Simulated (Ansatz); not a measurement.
Li₃OBr (Pm-3m, No. 221, 5 atoms in the cell; start mp-28593) was calculated with G0W0@PBEsol in Ansatz (plane waves, hard PAW, contour deformation).

The cell is the one relaxed with PBEsol. Conventional cell: a = 3.9374 Å, b = 3.9374 Å, c = 3.9374 Å, α = 90.00°, β = 90.00°, γ = 90.00°.

The quasiparticle gap at Γ at a fixed k mesh 4×4×4:

```csv
response cutoff,value (eV)
"150 eV, 468 empty bands",7.059
"200 eV, 720 empty bands",7.124
"250 eV, 1007 empty bands",7.167
"300 eV, 1323 empty bands",7.193
```

**Question.** Taking the value to converge with the response cutoff E as E^(−3/2), extrapolate from the last two rows.

**Answer.** With y = y∞ + c/w and weights w = 3953 and 5196 for the last two rows, y∞ = (w2 y2 − w1 y1)/(w2 − w1) = (5196 × 7.193 − 3953 × 7.167)/1243 = 7.276 eV, which lies 0.083 beyond the last row. Successive pairs of rows give 7.244, 7.275, 7.276. The limit also hangs on the law assumed, so its last digits aren't firm.

The other settings are not extrapolated, so this is the limit in one setting alone.

At the last cutoff the smallest gap on this mesh is 6.59 eV, with an edge away from Γ.

Spin–orbit coupling is not included.

A start named mp-… is a Materials Project structure, which need not be a measured phase.

Ansatz is an electronic-structure program.
